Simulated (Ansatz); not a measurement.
Competing hops of interstitial H in alpha Ga2O3, charge state +1

Consider interstitial H in alpha Ga2O3, charge state +1. Level of theory: PBE, PAW (plane waves to 420 eV; Ansatz, an electronic-structure program).

Settings: 120 host sites, the relaxed PBE lattice, the Γ point alone, smearing 0.01 eV, spin-restricted, no image-charge correction. No zero-point or tunnelling terms. The host's phase is taken as given; its stability against other phases was not computed. The charge state is imposed; whether it is stable for some Fermi level was not computed. Sites that were not tried may lie lower.

Barriers: single points on a 2×2×2 k-point mesh shifted by half a step along c at the bands' geometries.

```csv
Route,Start site over the lowest site run (eV),Hop (Å),Forward barrier (eV),Backward barrier (eV),Neighbours at the start,Neighbours at the saddle,Saddle order,"Forward, on the band's own sampling (eV)"
a direct jump of one H atom,0.00,1.25,0.21,0.21,"Ga at 2.13; O at 1.00, O at 1.76 Å","Ga at 2.01; O at 1.20, O at 1.26 Å",first order,0.20
a direct jump of one H atom,0.00,2.21,0.88,0.88,"Ga at 2.13; O at 1.00, O at 1.76 Å","2 Ga at 1.99; O at 0.97, O at 2.03, O at 2.05 Å","inconclusive, on a symmetry element",0.88
```

Paths come from climbing-image nudged elastic band runs. Of the routes that converged and passed our checks, the lowest saddle point lies 0.21 eV above the lowest of the sites run (a direct jump of one H atom); other sites, such as split forms, and other routes may lie lower. A band can be held on a symmetry element, so unchecked saddle points there may be too high.
